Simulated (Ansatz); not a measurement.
Output of an Ansatz run (abridged):

```
WARN ansatz: RAYON_NUM_THREADS=1 ignored (pool sized by the plan → 1); use --threads N
Pseudopotentials: kind: paw
Pseudopotential: Te, paw, valence charge 16
Pseudopotential: Sn, paw, valence charge 14
Crystal: 6 atoms, lattice volume = 315.278 Å³
Basis set: ecut = 420 eV, 6163 PW (Γ), exchange–correlation on 108×108×108 points (8 copies of the dense FFT grid, shifted against one another)
Bands: 56, of which v1, the nominal top of the filled ones, is band 46 counted from 1 (45 counted from 0)
Symmetry: 8 space group operations
Space group: Ibam (ITA 72), of the structure as read, at distance tolerance 6.8e-5 Å
k-points: 18 of 64
Initial density: superposition of atomic densities (neutral atoms: chi_scale 0, normalization atom), corrected by the library's trained network
Initial wavefunctions: pseudopotential atomic-orbital guess
Eigensolver: davidson
Functional: x = pbe(κ = 0.804, μ = 0.2195149727645171), c = pbe(β = 0.06672455060314922)
SCF iter   1: F=—  HF=-39968.566558 eV  |F-HF|=—  |Δ(HF+E_count)|=         —  Δρ=1.26e-3  dr2=7.69e-3  ethr=1.77e-3  ⟨swp⟩=8.3  Hψ=4262  notcnv=0
all-band conjugate gradients solve this SCF's bands
preconditioner: auto → Resta (q_TF=auto, 2.222 Å⁻¹)
SCF iter   2: F=—  HF=-39968.564831 eV  |F-HF|=—  |Δ(HF+E_count)|=   1.73e-3  S|Δr|=    0.00e0  Δρ=7.33e-4  dr2=2.67e-3  ethr=8.36e-6  ⟨swp⟩=2.2  Hψ=2001  notcnv=0
SCF iter   3: F=—  HF=-39968.564710 eV  |F-HF|=—  |Δ(HF+E_count)|=   1.21e-4  S|Δr|=    0.00e0  Δρ=2.98e-4  dr2=4.50e-4  ethr=2.90e-6  ⟨swp⟩=2.0  Hψ=1438  notcnv=0
SCF iter   4: F=—  HF=-39968.564946 eV  |F-HF|=—  |Δ(HF+E_count)|=   2.36e-4  S|Δr|=    0.00e0  Δρ=1.01e-4  dr2=4.90e-5  ethr=4.89e-7  ⟨swp⟩=2.0  Hψ=1258  notcnv=0
SCF iter   5: F=—  HF=-39968.564950 eV  |F-HF|=—  |Δ(HF+E_count)|=   3.94e-6  S|Δr|=    0.00e0  Δρ=3.77e-5  dr2=5.94e-6  ethr=5.32e-8  ⟨swp⟩=3.0  Hψ=1798  notcnv=0
SCF iter   6: F=—  HF=-39968.564952 eV  |F-HF|=—  |Δ(HF+E_count)|=   2.07e-6  S|Δr|=    0.00e0  Δρ=7.69e-6  dr2=3.53e-7  ethr=6.46e-9  ⟨swp⟩=3.0  Hψ=1798  notcnv=0
SCF iter   7: F=-39968.564953 eV  HF=-39968.564952 eV  |F-HF|=3.36e-8  |Δ(HF+E_count)|=   1.90e-7  S|Δr|=    0.00e0  Δρ=2.26e-6  dr2=3.03e-8  ethr=1.09e-10  ⟨swp⟩=11.6  Hψ=4690  notcnv=0
SCF 1 converged in 7 iterations: F = -39968.564953 eV  dr2 = 3.03e-8
SCF converged after 7 iterations
Stability not checked (fill_not_monotonic)
Free energy (F): -39968.564953 eV
Harris-Foulkes:  -39968.564952 eV  (|F-HF|=3.36e-8)
Internal energy: -39968.564953 eV  (E = F + TS)
E sigma→0 (E₀):  -39968.564953 eV
Fermi energy:    3.492805 eV
Step filling:    the computed levels leave a gap of 1.0092 eV = 10.1 smearing widths
--- Per-component energies (eV) ---
  E_band       = -1732.535099
  E_kinetic    = 1094.452987
  E_local      = -11485.712060  (includes V_loc(G=0)·N_el)
  E_nonlocal   = -1303.017000
  E_hartree    = 6403.059377
  E_xc         = -1257.890802
  E_vxc        = -602.911697  (∫ρ·V_xc dr)
  E_paw        = -26928.992907  (= ΣΔE_a)
  E_vpaw       = -2241.464087  (= ΣTr[D̂ρ^β])
  E_aug_tail   = -0.000721  (compensation charges beyond the density's cutoff)
  E_ewald      = -6490.463825
  E_smearing   = 0.000000  (= −TS)
  E_closure    = -0.000000  (closes the sum)
  Σ components = -39968.564953   (vs F -39968.564953, Δ=0.00e0)
--- Forces (eV/Å), atoms counted from 1 ---
  atom   1  Te    -0.40405015    -0.41906626    -0.00000000
  atom   2  Te     0.40405015    -0.41906626     0.00000000
  atom   3  Te    -0.40405015     0.41906626     0.00000000
  atom   4  Te     0.40405015     0.41906626     0.00000000
  atom   5  Sn     0.00000000     0.00000000     0.00000000
  atom   6  Sn     0.00000000     0.00000000     0.00000000
  max |Σ_I F_I| component: 4.34e-19 eV/Å
--- Stress (GPa, compression-positive) ---
        1.169171       0.000000       0.000000
        0.000000       1.059619       0.000000
        0.000000       0.000000       1.820195
  P = ⅓ Tr σ = 1.3497 GPa (13.497 kbar)
  The stress holds the Pulay correction. Without it, at fixed plane waves, as pw.x and ABINIT print it: P = 1.3303 GPa
--- Band table (eV; the first three rows and the last of 18) ---
  k-point 0: bands = ["-33.0709", "-33.0705", "-33.0705", "-33.0702", "-33.0633", "-33.0631", "-33.0621", "-33.0621", "-32.8916", "-32.8913", "-32.8913", "-32.8910", "-32.8426", "-32.8426", "-32.8424", "-32.8422", "-32.8085", "-32.8084", "-32.8079", [...]
  k-point 1: bands = ["-33.0710", "-33.0705", "-33.0705", "-33.0702", "-33.0633", "-33.0631", "-33.0621", "-33.0621", "-32.8916", "-32.8913", "-32.8913", "-32.8910", "-32.8426", "-32.8426", "-32.8424", "-32.8422", "-32.8086", "-32.8084", "-32.8079", [...]
  k-point 2: bands = ["-33.0710", "-33.0705", "-33.0704", "-33.0703", "-33.0633", "-33.0631", "-33.0621", "-33.0621", "-32.8916", "-32.8913", "-32.8913", "-32.8910", "-32.8426", "-32.8426", "-32.8424", "-32.8422", "-32.8086", "-32.8083", "-32.8079", [...]
  k-point 17: bands = ["-33.0710", "-33.0704", "-33.0704", "-33.0703", "-33.0633", "-33.0631", "-33.0621", "-33.0621", "-32.8916", "-32.8913", "-32.8912", "-32.8910", "-32.8427", "-32.8426", "-32.8424", "-32.8422", "-32.8086", "-32.8083", [...]
```

The structure:

```xyz
6
Lattice="-3.6020 6.1485 3.5590 3.6020 -6.1485 3.5590 3.6020 6.1485 -3.5590" Properties=species:S:1:pos:R:3 pbc="T T T"
Te     2.0978     4.6950     3.5590
Te     1.5042    -1.4535     3.5590
Te     2.0978     7.6020     0.0000
Te     1.5042     1.4535     0.0000
Sn     0.0000     0.0000     5.3385
Sn     0.0000     0.0000     1.7795
```

### Question
What input produced this log?

### Answer
Other spellings and defaults could give the same log, and not every line can be read from it. The input that was run (DFT, PBE, plane waves, default PAW files):

Ansatz 0.2 input:
```yaml
crystal:
  lattice:
    - [-3.60196600, 6.14849400, 3.55897900]
    - [3.60196600, -6.14849400, 3.55897900]
    - [3.60196600, 6.14849400, -3.55897900]
  atoms:
    - { symbol: Te, position: [0.88180000, 0.79120000, 0.67300000] }
    - { symbol: Te, position: [0.38180000, 0.70880000, 0.09060000] }
    - { symbol: Te, position: [0.61820000, 0.29120000, 0.90940000] }
    - { symbol: Te, position: [0.11820000, 0.20880000, 0.32700000] }
    - { symbol: Sn, position: [0.75000000, 0.75000000, 0.00000000] }
    - { symbol: Sn, position: [0.25000000, 0.25000000, 0.00000000] }
basis:
  ecutwfc: 420.0
kpoints:
  mp_grid: { grid: [4, 4, 4] }
hamiltonian:
  xc: pbe
  pseudopotentials: { kind: paw }
scf:
  occupations: { method: cold, width: 0.1 }
output:
  forces: true
  eigenvalues: true
  stress: true
```

The starting cell was generated: these elements placed on a structure prototype, without a prior relaxation; it need not be a known phase or ordering of this composition. Spin-orbit coupling is off. Ansatz's pressure includes its estimate of the finite-basis (Pulay) stress.

Ansatz is an electronic-structure program.
